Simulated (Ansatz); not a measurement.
SiNF (model structure, Pmn2₁, No. 31, 6 atoms in the cell) was calculated with PBE (PAW; Ansatz, a program for electronic structure).

Settings: plane-wave cutoff 520 eV, 12×6×8 k mesh (along the axes of the cell as run), Fermi–Dirac smearing 0.01 eV, scalar-relativistic PAW data made under PBE.

Computed at the level's own relaxed cell.

```yaml
crystal:
  lattice:
    - [2.91721, 0.00000, 0.00000]
    - [0.00000, 5.91420, 0.00000]
    - [0.00000, 0.00000, 4.81964]
  atoms:
    - { symbol: Si, position: [0.00000, 0.40106, 0.98536] }
    - { symbol: N, position: [0.50000, 0.47112, 0.81070] }
    - { symbol: F, position: [0.00000, 0.13443, 0.03727] }
    - { symbol: Si, position: [0.50000, 0.59894, 0.48536] }
    - { symbol: N, position: [0.00000, 0.52888, 0.31070] }
    - { symbol: F, position: [0.50000, 0.86557, 0.53727] }
```

Problem. List the 20 lowest band energies at Γ above −25 eV (eV, relative to the valence band maximum), grouping those that round alike.

Solution. At Γ: -23.08, -22.98, -16.49, -14.16, -8.58, -5.63, -5.32, -4.32, -4.00, -3.73, -3.03, -2.58, -2.32, -2.31, -2.05, 0.00, 5.13, 5.15, 7.08, 8.43.

Note: the relaxation could raise the start's symmetry but not lower it, so the cell can be a saddle point.

A model structure was made by putting elements into a prototype or built by hand; it is no filed structure, need not be a known phase, and can be a saddle point held by its symmetry.
